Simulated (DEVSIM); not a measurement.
Structure: Ru/SiO2/p-InP capacitor, at 300 K.

| layer (left to right) | material | thickness (nm) | Na (cm⁻³) |
|---|---|---|---|
| 1 | SiO2 | 5.20 | - |
| 2 | InP | 1900 | 1.1e17 |

Metal gate on the left, work function 4.7 eV. Fixed charge at the semiconductor interface 0 cm⁻² (in units of +e); no interface traps.

The device is made up for the run: typed textbook-type constants, with dimensions and the other settings drawn at random. Values at 300 K.

| parameter | SiO2 | InP |
|---|---|---|
| gap (eV) | 9 | 1.344 |
| affinity (eV) | 0.9 | 4.38 |
| permittivity | 3.9 | 12.5 |
| Nc (cm⁻³) | - | 5.7e17 |
| Nv (cm⁻³) | - | 1.1e19 |

DEVSIM, 1D Poisson equation in equilibrium, Boltzmann statistics, complete ionisation; no quantum confinement or tunnelling. Metal contacts follow the ideal Schottky-Mott rule: no Fermi-level pinning, no interface dipoles.

The SiO2 thickness was swept, all else fixed.

```json
[
 {"SiO2 thickness (μm)": "0.0021", "minimum of the low-frequency capacitance (μF/cm²)": "0.0925", "capacitance of the dielectric stack (μF/cm²)": "1.64"},
 {"SiO2 thickness (μm)": "0.0029", "minimum of the low-frequency capacitance (μF/cm²)": "0.0910", "capacitance of the dielectric stack (μF/cm²)": "1.19"},
 {"SiO2 thickness (μm)": "0.0036", "minimum of the low-frequency capacitance (μF/cm²)": "0.0894", "capacitance of the dielectric stack (μF/cm²)": "0.959"},
 {"SiO2 thickness (μm)": "0.0044", "minimum of the low-frequency capacitance (μF/cm²)": "0.0873", "capacitance of the dielectric stack (μF/cm²)": "0.785"},
 {"SiO2 thickness (μm)": "0.0052", "minimum of the low-frequency capacitance (μF/cm²)": "0.0861", "capacitance of the dielectric stack (μF/cm²)": "0.664"},
 {"SiO2 thickness (μm)": "0.0062", "minimum of the low-frequency capacitance (μF/cm²)": "0.0835", "capacitance of the dielectric stack (μF/cm²)": "0.557"}
]
```

From the first row to the last the minimum of the low-frequency capacitance goes from 0.0925 to 0.0835. From the first row to the last the capacitance of the dielectric stack goes from 1.64 to 0.557.
